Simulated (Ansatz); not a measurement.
Base system: CsSnI3 in the cubic perovskite structure (space group Pm-3m, No. 221; a = 6.031 Å).

Computed with Ansatz (a first-principles code) LDA, no spin-orbit coupling.

Before the change:

```
Quantity            Value
---------------  --------
Volume per atom  43.86 Å³
```

Perturbation: cell and atoms relaxed at a pressure of 5 GPa.

Task: How does this affect the volume per atom?

Result: The volume per atom shrinks by 6.516 Å³ (43.86 Å³ → 37.35 Å³).

Load acts through the strain it causes; cell and atoms are relaxed under it. Stability against distortions was not tested. Competing high-pressure phases were not computed. All final runs are without spin polarisation. Many cubic perovskites are stable only at high temperature; tilts and polar distortions were not tested.
